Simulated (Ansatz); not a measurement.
## TiTe2: Te → I

The parent structure is TiTe₂ in the CdI2 type structure (space group P-3m1, No. 164; a = 3.784 Å, c = 6.602 Å; layered, stacked along the Cartesian z axis).

It is then changed as follows: full substitution Te → I, then cell and atoms are relaxed.

All numbers come from r2SCAN+rVV10, PAW, 500 eV (Ansatz, a program for electronic structure; no spin-orbit coupling). Settings: 13×13×7 k-points, 0.05 eV Fermi–Dirac smearing, for the changed cell.

```yaml
volume_per_atom: 33.50 Å³ (base 27.29 Å³)
density: 4.98 g/cm³ (base 6.15 g/cm³)
lattice_parameter_a: 4.145 Å (base 3.784 Å)
c/a ratio: 1.630 (base 1.745)
space_group: P-3m1 (No. 164) (base P-3m1 (No. 164))
shortest_interatomic_distance: 2.903 Å (base 2.765 Å)
band_gap: 0.50 eV (base zero)
gap_character: indirect, M → Γ (base absent)
electron_mass: 2.0 mₑ along c, 1.5 mₑ across (at Γ)
magnetic_state: ferromagnetic (base not spin-polarised)
largest_site_moment: 1.67 μB (base 0.00 μB)
```

Other magnetic orders, which the real material may have, were not ruled out. With I present, leaving out spin-orbit coupling can change the band edges. Effective masses come from finite differences of ±0.01 Å⁻¹. Stability against distortions was not tested. For TiI2 in this form, whether it has been made was not checked. Spin-polarised in the final run: TiI2; the other runs are not.
